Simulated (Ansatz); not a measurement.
Here is the system:

```xyz
1
Lattice="0.0000 1.9008 1.8532 1.9008 0.0000 1.8532 1.9008 1.9008 0.0000" Properties=species:S:1:pos:R:3 pbc="T T T"
Rh     0.0000     0.0000     0.0000
```

No spin polarisation.

Method: Ansatz (a first-principles code) r2SCAN, no spin-orbit coupling. k-mesh 30×30×30 (Γ-centred); smearing 0.1 eV (Fermi–Dirac).

Problem. Predict the band gap and stress.

Solution. 
- Band gap: zero
- Stress (xx, yy, zz, yz, xz, xy; compression positive): (5.5, 5.5, 12.0, 0.0, 0.0, 0.0) GPa

The cells carry an imposed strain or load. No phonon test of stability was made. The final runs are not spin-polarised. The cell was made from Rh in the fcc (Cu type) structure (space group Fm-3m, No. 225) by this change: uniaxial strain ε_zz = −2.50 %.
